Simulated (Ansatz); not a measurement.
Structure of amorphous In9Ga9Zn9O39W (periodic cell):

```xyz
67
Lattice="9.4703 0.0000 0.0000 0.0000 9.4703 0.0000 0.0000 0.0000 9.4703" Properties=species:S:1:pos:R:3 pbc="T T T"
In     7.1246     9.2058     8.4562
In     6.3534     5.8705     0.4213
In     9.4041     4.6536     2.7583
In     6.3242     3.9191     3.6178
In     2.2099     4.7069     8.5914
In     6.4357     0.6990     5.0249
In     1.9283     6.7536     5.8732
In     4.9276     7.1279     3.9083
In     3.1422     5.1678     2.2766
Ga     8.0372     2.0955     1.1065
Ga     2.3585     1.7103     0.7421
Ga     3.7621     1.5934     3.5781
Ga     3.8326     7.6529     8.7206
Ga     9.0203     2.3041     4.8246
Ga     2.5609     3.5364     5.1727
Ga     4.9423     3.0023     0.2183
Ga     8.8806     5.6721     7.5217
Ga     0.2910     2.1244     8.1822
Zn     2.1185     0.3496     6.5004
Zn     8.1407     8.8460     2.7973
Zn     4.1811     1.5161     7.4157
Zn     9.0809     8.9307     5.9043
Zn     2.1285     8.6580     3.2203
Zn     7.0074     3.2080     7.3728
Zn     4.9582     5.1499     6.9358
Zn     7.5888     6.5583     5.1057
Zn     5.2975     9.4372     1.6005
O      3.1946     8.1387     7.0613
O      4.2071     9.0404     3.2288
O      7.9253     7.9034     7.0046
O      5.7170     5.5975     5.2240
O      8.4691     0.5791     4.3293
O      7.8027     1.8697     8.6063
O      0.2522     1.3891     6.4535
O      8.3879     6.6312     0.5537
O      3.2254     1.7690     5.4681
O      9.3714     5.9980     5.7438
O      4.3527     1.2499     0.4550
O      5.0346     3.2602     7.8201
O      2.8361     6.6164     3.8784
O      0.4653     2.1689     0.6129
O      4.1898     5.7936     8.6830
O      5.6077     1.8639     3.4751
O      0.8727     3.5542     4.4025
O      2.2806     1.5750     8.2550
O      1.3700     8.6340     5.1001
O      7.1234     5.1680     7.9440
O      2.8566     4.8470     6.4525
O      3.1633     3.5927     0.6834
O      6.7538     8.1603     4.1327
O      1.0006     6.4953     8.2799
O      0.0168     8.9691     9.0817
O      2.2718     1.1850     2.5368
O      7.2606     0.3442     1.2990
O      5.7260     0.4633     6.9414
O      5.1047     5.8808     2.1659
O      0.4166     8.0985     2.2922
O      8.2873     2.8678     2.8101
O      7.3175     2.8897     5.4681
O      3.6814     3.6582     3.6569
O      6.4313     3.6585     1.0680
O      5.5607     8.0242     0.0034
O      0.3656     3.9831     7.8739
O      1.2605     5.4635     1.4039
O      2.4601     7.8233     0.5551
O      7.6766     5.5538     3.3284
W      0.5586     7.5387     0.4926
```

Method: PBE, scalar-relativistic without spin-orbit coupling (plane waves to 420 eV, PAW; Ansatz, a quantum-chemistry and plane-wave program).

Preparation: random packing, a CHGNet melt and quench, and a DFT relaxation. O atoms were pushed apart under 1.9 Å during the dynamics, to hinder bonds among them. The hot cell started wider than the set density and was brought back towards it in steps. It is the lowest in DFT energy of 2 quenches. It is a model cell: composition and starting density were chosen by hand, and all elements were melted together. No dispersion term was used. Its density started from a set value of 5.97 and ended at 5.98 g/cm³. The quench (nominally 210 K/ps over its main leg) was far faster than any real one, so the model tends to hold more defects than a real film. One small periodic cell is one sample of the glass; other quenches scatter about these values. The volume was free in the relaxation, at fixed shape. Stress components on the final sampling reach 1.9 GPa. On a 2×2×2 Γ-centred mesh force components of up to 0.19 eV/Å stay, since the relaxation ran on the zone centre alone.

Bonds are counted up to In-In 3.12 Å, In-Ga 2.90 Å, In-Zn 2.90 Å, In-O 2.86 Å, In-W 3.08 Å, Ga-Ga 2.68 Å, Ga-Zn 2.68 Å, Ga-O 2.56 Å, Ga-W 2.86 Å, Zn-Zn 2.68 Å, Zn-O 2.56 Å, Zn-W 2.86 Å, O-O 1.58 Å, O-W 2.51 Å, W-W 3.04 Å. Two cations that share two anions don't count as bonded, nor two that share one unless they lie closer than In-In 3.04 Å, In-Ga 2.82 Å, In-Zn 2.82 Å, In-W 3.00 Å, Ga-Ga 2.61 Å, Ga-Zn 2.61 Å, Ga-W 2.78 Å, Zn-Zn 2.61 Å, Zn-W 2.78 Å, W-W 2.95 Å.

**Question.** Give the coordination numbers, mean bond lengths and angles.

**Answer.** 
```json
{
  "Mean coordination of In by anions": "5.67 (1 with 4, 3 with 5, 4 with 6, 1 with 8)",
  "Mean coordination of Ga by anions": "4.67 (3 with 4, 6 with 5)",
  "Mean coordination of Zn by anions": "4.56 (4 with 4, 5 with 5)",
  "Mean coordination of O": "3.59 (3 with 2, 10 with 3, 26 with 4)",
  "Mean coordination of W by anions": "6.00 (1 with 6)",
  "Mean In-O bond": "2.243 Å (spread 0.163 Å, 51 counted)",
  "Mean Ga-O bond": "1.956 Å (spread 0.124 Å, 42 counted)",
  "Mean Zn-O bond": "2.070 Å (spread 0.127 Å, 41 counted)",
  "Mean O-W bond": "1.976 Å (spread 0.194 Å, 6 counted)",
  "Bond angle at In": "mean 103.4°, spread 28.6°",
  "Bond angle at Ga": "mean 107.2°, spread 24.3°",
  "Bond angle at Zn": "mean 106.9°, spread 24.2°",
  "Bond angle at O": "mean 110.5°, spread 17.6°",
  "Bond angle at W": "mean 104.6°, spread 31.2°"
}
```

**Question.** List the pairs of like atoms that count as bonded by the rules above.

**Answer.** There are none by these rules.
